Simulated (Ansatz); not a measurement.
Results of r²SCAN+rVV10 (Ansatz, an electronic-structure program, plane waves, PAW) for KCSN (Pbcm, No. 57).

Numerical settings: plane-wave cutoff 560 eV, 6×6×6 k mesh, Fermi–Dirac smearing 0.01 eV, scalar-relativistic PAW data made under PBE.

On both sides of the equilibrium volume: at 19.777 Å³/atom the pressure is 0.44 GPa and the direct gap at Γ 4.424 eV; at 20.584 Å³/atom they are -0.39 GPa and 4.484 eV. The fitted bulk modulus is 20.7 GPa.

### Question
Work out the volume deformation potential of this gap and its pressure coefficient, in two ways.

### Answer
a_V = dE_g/d ln V = (4.484 − 4.424)/ln(20.584/19.777) = 1.50 eV. Since dP = −B d ln V, dE_g/dP = −a_V/B = -72 meV/GPa. Straight from the pressures: (4.424 − 4.484)/(0.44 − (-0.39)) = -72 meV/GPa. At this level and over this range the gap at Γ narrows under pressure.

Note: the volume lies 6 % below that of the published cell; the bulk modulus comes from volumes at which shape and atoms were relaxed.
